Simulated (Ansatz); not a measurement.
The parent structure is AlBiO$_{3}$ in the cubic perovskite structure (space group Pm-3m, No. 221; a = 3.7535 Å; a cell from a computed database, its experimental status unchecked).

Levels (all Ansatz, a program for electronic structure, PAW): PBEsol (420 eV, no SOC); HSE06 (420 eV, without spin-orbit coupling).

The geometry is relaxed with PBEsol.

| Item | Value |
|---|---|
| PBEsol lowest conduction level above the VBM at special points | X 1.54 eV; M 3.25 eV; R 6.27 eV; Γ 6.75 eV |

Problem. How does going to HSE06 change the lowest conduction level above the VBM at special points?

Solution. The lowest conduction level above the VBM at special points goes from X 1.54 eV; M 3.25 eV; R 6.27 eV; Γ 6.75 eV to X 2.82 eV; M 4.64 eV; R 7.94 eV; Γ 8.43 eV.

Single points use the geometry relaxed with PBEsol. HSE06 gaps are upper bounds (no full band path). The levels and masses belong to the bands next to the band gap. No phonon test of stability was made. Many cubic perovskites are stable only at high temperature; tilts and polar distortions were not tested.
